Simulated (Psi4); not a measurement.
Psi4 1.11, BP86/def2-svp: Cu(Cl) ([Cl][Cu]), 2 atoms. The geometry is a generated start, not checked to be a minimum at this level.

- task: energy
- method: bp86
- basis: def2-svp
- memory: 3 GB
- maxiter: 100
- keys of the molecule block: symmetry c1
- scf_type: df (default)
- e_convergence: 1e-06 (default)
- d_convergence: 1e-06 (default)
- dft_radial_points: 75 (default)
- dft_spherical_points: 302 (default)
- basis functions: 49
- grid points: 43562

```xyz
2

Cu    -0.6068    -0.5797    -0.5900
Cl     0.6068     0.5797     0.5900
```

Charge 0 and multiplicity 1 are set for this test and not shown to be the ground state.

With the defaults (diis = true, scf_initial_accelerator = adiis, damping_percentage = 0, soscf = false, soscf_start_convergence = 0.01, guess = auto, which took SAD, diis_max_vecs = 10) it converges in 10 SCF iterations. One run each on 2 threads, with these changes:
- soscf = true
- guess = sap
- guess = modhuckel
- diis_max_vecs = 3
- guess = sadno
- soscf = true, soscf_start_convergence = 0.1
- scf_initial_accelerator = none
- diis = false, scf_initial_accelerator = none, damping_percentage = 60
- diis_max_vecs = 20

Task: Which of these changes keep the SCF from converging, or lead it to another solution?

Result: No convergence: diis = false, scf_initial_accelerator = none, damping_percentage = 60 (the run ends without SCF convergence in 100 iterations). The rest reach the solution of the defaults.

```csv
setting,SCF iterations,JK calls,end
soscf = true,7,23,same solution
"soscf = true, soscf_start_convergence = 0.1",8,34,same solution
guess = sap,9,9,same solution
the defaults,10,11,same solution
diis_max_vecs = 20,10,11,same solution
guess = modhuckel,12,26,same solution
guess = sadno,15,15,same solution
diis_max_vecs = 3,16,17,same solution
scf_initial_accelerator = none,16,17,same solution
"diis = false, scf_initial_accelerator = none, damping_percentage = 60",100,101,no convergence
```

An SOSCF iteration holds several JK calls; a Hückel guess adds calls on atoms. 1 further run of the study ended by our limits or in an error and is left out.
